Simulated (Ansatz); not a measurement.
Take BaTiO3 (space group P4mm, No. 99) as the base.

```xyz
5
Lattice="3.9851 0.0000 0.0000 0.0000 3.9851 0.0000 0.0000 0.0000 4.2043" Properties=species:S:1:pos:R:3 pbc="T T T"
Ti     1.9926     1.9926     1.9250
Ba     0.0000     0.0000     3.9548
O      1.9926     1.9926     3.7365
O      1.9926     0.0000     1.7211
O      0.0000     1.9926     1.7211
```

Calculations: PBE/PAW in Ansatz (a quantum-chemistry and plane-wave program), without spin-orbit coupling, earlier PAW set.

Before the change:

| Quantity | Result |
|---|---|
| Band gap | 1.85 eV |

One thing is altered: the cell is scaled by 1.0388 in all directions; the atoms relax in the strained cell.

Task: How does this affect the band gap and energy relative to the base?

Result: The band gap falls by 0.11 eV, from 1.85 eV to 1.74 eV; the energy grows by 60 meV/atom.

No phonon test of stability was made. All final runs are without spin polarisation.
